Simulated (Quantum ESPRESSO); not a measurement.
Input and output of a self-consistent single point for AgAu (P1, 2 atoms in the cell) (Quantum ESPRESSO).

Computed with PBEsol, GBRV 1.5 ultrasoft (PBESOL) pseudopotentials (plane waves; Quantum ESPRESSO 7.5).

The change in words: atoms moved at random. Reference geometry:
```xyz
2
Lattice="1.4276 0.8242 4.6332 -1.4276 0.8242 4.6332 0.0000 -1.6484 4.6332" Properties=species:S:1:pos:R:3 pbc="T T T"
Ag     0.0000     0.0000     0.0000
Au     0.0000     0.0000     6.9498
```

Reference input (self-consistent single point, DFT, PBEsol, plane waves, GBRV 1.5 ultrasoft (PBESOL) pseudopotentials): ecutwfc = 40 Ry; ecutrho = 320 Ry; occupations = smearing; smearing = fermi-dirac; degauss = 0.0073499 Ry; potentials = {Ag: ag_pbesol_v1.4.uspp.F.UPF, Au: au_pbesol_v1.uspp.F.UPF}; K_POINTS = automatic 9 9 9 0 0 0; conv_thr = 1e-11 Ry; mixing_beta = 0.4. This run's input differs from it in these lines:

```diff
@@ -27,4 +27,4 @@
 ATOMIC_POSITIONS {crystal}
-Ag    0.0000000000    0.0000000000    0.0000000000
-Au    0.5000000000    0.5000000000    0.5000000000
+Ag    0.0106110000    0.0007870000   -0.0016260000
+Au    0.4893890000    0.4992130000    0.5016260000
 K_POINTS {automatic}
@@ -32,5 +32,5 @@
 CELL_PARAMETERS {bohr}
-   2.6977047786     1.5575205801     8.7554582936
-  -2.6977047786     1.5575205801     8.7554582936
-   0.0000000000    -3.1150411602     8.7554582936
+   2.6977049854     1.5575198308     8.7554582936
+  -2.6977049854     1.5575198308     8.7554582936
+   0.0000000000    -3.1150415514     8.7554582936
```

Output, abridged:

```
     Self-consistent Calculation

     iteration #  1     ecut=    40.00 Ry     beta= 0.40

---- Real-time Memory Report at c_bands before calling an iterative solver
           179 MiB given to the printing process from OS
           131 MiB allocation reported by mallinfo(arena+hblkhd)
------------------

     total energy              =    -410.10798377 Ry
     estimated scf accuracy    <       0.80565604 Ry

     iteration #  2     ecut=    40.00 Ry     beta= 0.40

---- Real-time Memory Report at c_bands before calling an iterative solver
           284 MiB given to the printing process from OS
   [... lines left out ...]

---- Real-time Memory Report at c_bands before calling an iterative solver
           286 MiB given to the printing process from OS
           146 MiB allocation reported by mallinfo(arena+hblkhd)
------------------

     total energy              =    -410.30506307 Ry
     estimated scf accuracy    <          3.9E-11 Ry

     iteration # 15     ecut=    40.00 Ry     beta= 0.40

---- Real-time Memory Report at c_bands before calling an iterative solver
           286 MiB given to the printing process from OS
           146 MiB allocation reported by mallinfo(arena+hblkhd)
------------------
     End of self-consistent calculation

     the Fermi energy is    17.3136 ev

!    total energy              =    -410.30506307 Ry
     estimated scf accuracy    <          5.5E-12 Ry
     smearing contrib. (-TS)   =      -0.00080226 Ry
     internal energy E=F+TS    =    -410.30426081 Ry

     convergence has been achieved in  15 iterations

     Forces acting on atoms (cartesian axes, Ry/au):

     atom    1 type  1   force =    -0.00171880   -0.00150961   -0.03148341
     atom    2 type  2   force =     0.00171880    0.00150961    0.03148341

     Total force =     0.044642     Total SCF correction =     0.000011

          total   stress  (Ry/bohr**3)                   (kbar)     P=       41.09
   0.00019982  -0.00000835   0.00000950           29.39       -1.23        1.40
  -0.00000835   0.00021379   0.00000965           -1.23       31.45        1.42
   0.00000950   0.00000965   0.00042429            1.40        1.42       62.41

   JOB DONE.
```

The run converged in 15 iterations. Against the reference run the free energy rises by 18.7 meV/atom, the pressure goes from 3.25 to 4.11 GPa and the largest force goes from 0.000 to 0.812 eV/Å.

The starting cell comes from a database of computed structures (which also holds hypothetical and non-ambient phases and stackings), without a prior relaxation at this level. Its lattice was rescaled by a random factor within 2.5 % of one. For this run, on top of that: atoms moved at random. With a pressure of about 4 GPa the cell is away from its equilibrium volume at this level.

Cost on one core of a shared machine: roughly 5 min.
